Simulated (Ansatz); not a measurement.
System: MgV2O6 (C2/m, No. 12). Method: r²SCAN-D4 (Ansatz, a quantum-chemistry and plane-wave program, PAW).

Settings: plane-wave cutoff 500 eV, 12×12×6 k mesh (along the axes of the cell as run), gaussian smearing 0.02 eV, no spin polarisation, scalar-relativistic PAW data made under PBE.

Computed at the level's own relaxed cell.

Problem. Predict the volume per atom and band gap.

Solution. 
- volume per atom: 11.00 Å³/atom
- band gap: 2.98 eV (on the SCF k mesh)
